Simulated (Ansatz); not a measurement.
An Ansatz (a quantum-chemistry and plane-wave program) run: MoTe2 with a change (uniaxial strain ε_xx = +3.34 %); r2SCAN+rVV10/PAW in Ansatz, no spin-orbit coupling.

Input:

Ansatz 0.2 input:
```yaml
crystal:
  lattice:
    - [3.6604440413, 0, 0]
    - [-1.8302220207, 3.0675803454, 0]
    - [0, 0, 14.1819175045]
  atoms:
    - { symbol: Mo, position: [0.3333333333, 0.6666666667, 0.75] }
    - { symbol: Mo, position: [0.6666666667, 0.3333333333, 0.25] }
    - { symbol: Te, position: [0.3333333333, 0.6666666667, 0.1234686079] }
    - { symbol: Te, position: [0.6666666667, 0.3333333333, 0.6234686079] }
    - { symbol: Te, position: [0.6666666667, 0.3333333333, 0.8765313921] }
    - { symbol: Te, position: [0.3333333333, 0.6666666667, 0.3765313921] }
basis: { ecutwfc: 500, ecutrho_ratio: 4, xc_grid: 4, fft_grid_basis: typed }
kpoints: { mp_grid: { grid: [11, 11, 3] } }
hamiltonian:
  xc: r2scan
  dispersion: rvv10
  pseudopotentials: { kind: paw }
scf: { occupations: { method: fermi_dirac, width: 0.05 }, convergence: { dr2_threshold: 0.0000000006 } }
relax: { f_tol: 0.005, max_steps: 50 }
output: { forces: true, stress: true }
checkpoint: { write: state.ck, write_every: 1000 }
```

Output (explanatory and most iteration lines left out):

```
Relaxation: its limit of steps is 50 (relax.max_steps)
Pseudopotential: Mo, paw, valence charge 14
Pseudopotential: Te, paw, valence charge 16
Crystal: 6 atoms, lattice volume = 159.245 Å³
Basis set: ecut = 500 eV, 4075 PW (Γ), exchange–correlation on 108×108×432 points (64 copies of the dense FFT grid, shifted against one another)
Bands: 56, of which v1, the nominal top of the filled ones, is band 46 counted from 1 (45 counted from 0)
Symmetry: 8 space group operations
Space group: Cmcm (ITA 63), of the structure as read, at distance tolerance 5.4e-5 Å
k-points: 72 of 363
Functional: x = r2scan, c = r2scan + rvv10(b = 11.95, C = 0.0093); τ floored in thin density (d = 2e-4 eV/Å³)
SCF iter   1: F=—  HF=-37905.264206 eV  |F-HF|=—  |Δ(HF+E_count)|=         —  Δρ=9.36e-3  dr2=3.25e-1  dr2_τ=4.53e-2  ethr=1.77e-3  ⟨swp⟩=7.7  Hψ=15930  notcnv=0  defer=2
SCF iter   2: F=—  HF=-37905.305763 eV  |F-HF|=—  |Δ(HF+E_count)|=   4.16e-2  Δρ=5.13e-3  dr2=6.50e-2  dr2_τ=1.84e-2  ethr=3.54e-4  ⟨swp⟩=3.2  Hψ=6520  notcnv=0  defer=132
SCF 1 converged in 9 iterations: F = -37905.308725 eV  dr2 = 3.69e-10
relax step   1: F+E_penalty+E_count = -37905.30872476 eV  Δ(F+E_penalty+E_count) = +0.000e0 eV  max|allowed force component| = 2.773e-1 eV/Å  Δτ_max = 0.0000 Å  (9 SCF iters, accepted)
Crystal: 6 atoms, lattice volume = 159.245 Å³
SCF iter   1: F=—  HF=-37905.008925 eV  |F-HF|=—  |Δ(HF+E_count)|=         —  Δρ=6.18e-3  dr2=9.30e-2  dr2_τ=2.83e-1  ethr=9.52e-5  ⟨swp⟩=1.3  Hψ=13367  notcnv=0  defer=130
SCF iter   2: F=—  HF=-37905.204261 eV  |F-HF|=—  |Δ(HF+E_count)|=   1.95e-1  Δρ=3.19e-3  dr2=2.55e-2  dr2_τ=5.58e-3  ethr=9.52e-5  ⟨swp⟩=2.3  Hψ=5807  notcnv=0  defer=130
SCF 2 converged in 9 iterations: F = -37905.204768 eV  dr2 = 3.76e-10
relax step   2: F+E_penalty+E_count = -37905.20476790 eV  Δ(F+E_penalty+E_count) = +1.040e-1 eV  max|allowed force component| = 9.288e-1 eV/Å  Δτ_max = 0.0898 Å  (9 SCF iters, rejected (line search))
Crystal: 6 atoms, lattice volume = 159.245 Å³
SCF iter   1: F=—  HF=-37905.229521 eV  |F-HF|=—  |Δ(HF+E_count)|=         —  Δρ=4.27e-3  dr2=4.18e-2  dr2_τ=1.75e-1  ethr=5.04e-4  ⟨swp⟩=4.2  Hψ=8632  notcnv=0  defer=143
SCF iter   2: F=—  HF=-37905.321466 eV  |F-HF|=—  |Δ(HF+E_count)|=   9.19e-2  Δρ=2.12e-3  dr2=8.08e-3  dr2_τ=1.81e-3  ethr=4.54e-5  ⟨swp⟩=2.1  Hψ=6679  notcnv=0  defer=135
SCF 3 converged in 9 iterations: F = -37905.322881 eV  dr2 = 2.91e-10
relax step   3: F+E_penalty+E_count = -37905.32288114 eV  Δ(F+E_penalty+E_count) = -1.416e-2 eV  max|allowed force component| = 2.670e-2 eV/Å  Δτ_max = 0.0326 Å  (9 SCF iters, accepted)
Crystal: 6 atoms, lattice volume = 159.245 Å³
SCF iter   1: F=—  HF=-37905.278801 eV  |F-HF|=—  |Δ(HF+E_count)|=         —  Δρ=1.24e-3  dr2=1.43e-3  dr2_τ=7.57e-2  ethr=5.49e-5  ⟨swp⟩=3.4  Hψ=7874  notcnv=0  defer=135
SCF iter   2: F=—  HF=-37905.322528 eV  |F-HF|=—  |Δ(HF+E_count)|=   4.37e-2  Δρ=8.99e-4  dr2=8.16e-4  dr2_τ=6.77e-5  ethr=1.55e-6  ⟨swp⟩=2.2  Hψ=8509  notcnv=0  defer=135
SCF 4 converged in 10 iterations: F = -37905.322970 eV  dr2 = 6.73e-12
relax step   4: F+E_penalty+E_count = -37905.32297013 eV  Δ(F+E_penalty+E_count) = -8.899e-5 eV  max|allowed force component| = 4.586e-3 eV/Å  Δτ_max = 0.0191 Å  (10 SCF iters, accepted)
Crystal: 6 atoms, lattice volume = 159.245 Å³
SCF iter   1: F=—  HF=-37905.311501 eV  |F-HF|=—  |Δ(HF+E_count)|=         —  Δρ=6.51e-4  dr2=4.00e-4  dr2_τ=1.97e-2  ethr=4.43e-6  ⟨swp⟩=2.9  Hψ=9640  notcnv=0  defer=135
SCF iter   2: F=—  HF=-37905.322829 eV  |F-HF|=—  |Δ(HF+E_count)|=   1.13e-2  Δρ=4.64e-4  dr2=2.17e-4  dr2_τ=1.94e-5  ethr=4.35e-7  ⟨swp⟩=2.1  Hψ=8009  notcnv=0  defer=135
SCF 5 converged in 9 iterations: F = -37905.323023 eV  dr2 = 1.66e-10
relax step   5: F+E_penalty+E_count = -37905.32302254 eV  Δ(F+E_penalty+E_count) = -5.241e-5 eV  max|allowed force component| = 1.694e-3 eV/Å  Δτ_max = 0.0096 Å  (9 SCF iters, accepted)
Crystal: 6 atoms, lattice volume = 159.245 Å³
SCF iter   1: F=—  HF=-37905.323023 eV  |F-HF|=—  |Δ(HF+E_count)|=         —  Δρ=3.71e-7  dr2=1.66e-10  dr2_τ=8.52e-12  ethr=1.00e-12  ⟨swp⟩=2.0  Hψ=16182  notcnv=0  defer=134
SCF iter   2: F=-37905.323023 eV  HF=-37905.323023 eV  |F-HF|=3.64e-11  |Δ(HF+E_count)|=    0.00e0  Δρ=2.22e-7  dr2=6.86e-11  dr2_τ=5.67e-12  ethr=1.00e-12  ⟨swp⟩=3.0  Hψ=10947  notcnv=0
SCF 6 converged in 2 iterations: F = -37905.323023 eV  dr2 = 6.86e-11
SCF converged after 2 iterations
Free energy (F): -37905.323023 eV
Internal energy: -37905.323005 eV  (E = F + TS)
E sigma→0 (E₀):  -37905.323014 eV
Entropy (-TS):   -0.000017 eV (-0.003 meV/atom)
Fermi energy:    11.755446 eV
--- Forces (eV/Å), atoms counted from 1 ---
  atom   1  Mo     0.00000000    -0.00090721     0.00000000
  atom   2  Mo    -0.00000000     0.00090721     0.00000000
  atom   3  Te     0.00000000    -0.00031768    -0.00169428
  atom   4  Te    -0.00000000     0.00031768    -0.00169428
  atom   5  Te    -0.00000000     0.00031768     0.00169428
  atom   6  Te     0.00000000    -0.00031768     0.00169428
--- Stress (GPa, compression-positive) ---
       -3.751243      -0.000000       0.000000
       -0.000000      -1.122939       0.000000
        0.000000       0.000000      -0.338751
  P = ⅓ Tr σ = -1.7376 GPa (-17.376 kbar)
--- Relaxed structure (5 steps of the walk, 4 accepted, 0 SCFs on fresh bases) ---
  atoms:
    - { symbol: Mo, position: [0.3339682788926109, 0.6679365577852218, 0.75] }
    - { symbol: Mo, position: [0.666031721107389, 0.3320634422147781, 0.24999999999999997] }
    - { symbol: Te, position: [0.3302228141473032, 0.6604456282946065, 0.12487976351158] }
    - { symbol: Te, position: [0.6697771858526966, 0.3395543717053932, 0.62487976351158] }
    - { symbol: Te, position: [0.6697771858526966, 0.3395543717053932, 0.8751202364884199] }
    - { symbol: Te, position: [0.3302228141473032, 0.6604456282946065, 0.3751202364884199] }
```

With Te present, leaving out spin-orbit coupling can change the band edges. Whether these cells are dynamically stable was not tested. The cell was made from MoTe2 in the 2H-MoS2 type structure (space group P6_3/mmc, No. 194; layered, stacked along the Cartesian z axis) by this change: uniaxial strain ε_xx = +3.34 %.
